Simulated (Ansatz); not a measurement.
# BaHfO3, pressure series

Consider BaHfO$_{3}$ in the cubic perovskite structure (space group Pm-3m, No. 221; a = 4.158 Å).

Cell and atoms are relaxed at each pressure.

Computed with PBEsol, PAW, 420 eV (Ansatz, a first-principles code; scalar-relativistic without spin-orbit coupling).

Computed cases, in order: pressure −2 GPa; pressure −1 GPa; 0 GPa (base); pressure 0.3 GPa; pressure 0.7 GPa; pressure 1.5 GPa; pressure 3 GPa; pressure 5 GPa; pressure 7.5 GPa; pressure 10 GPa.

Task: Between which two neighbouring cases does the gap turn between direct and indirect?

Result: Between pressure 7.5 GPa (3.66 eV, indirect, R → Γ) and pressure 10 GPa (3.66 eV, direct at Γ). The whole series: pressure −2 GPa: 3.56 eV, indirect, R → Γ; pressure −1 GPa: 3.57 eV, indirect, R → Γ; 0 GPa (base): 3.58 eV, indirect, R → Γ; pressure 0.3 GPa: 3.59 eV, indirect, R → Γ; pressure 0.7 GPa: 3.59 eV, indirect, R → Γ; pressure 1.5 GPa: 3.60 eV, indirect, R → Γ; pressure 3 GPa: 3.62 eV, indirect, R → Γ; pressure 5 GPa: 3.63 eV, indirect, R → Γ; pressure 7.5 GPa: 3.66 eV, indirect, R → Γ; pressure 10 GPa: 3.66 eV, direct at Γ.

Spin-orbit coupling, missing from the scalar runs, can matter with Hf. Load acts through the strain it causes; cell and atoms are relaxed under it. Whether these cells are dynamically stable was not tested. No other phases were tried under pressure. The base started in P4mm and relaxed to Pm-3m at this level.
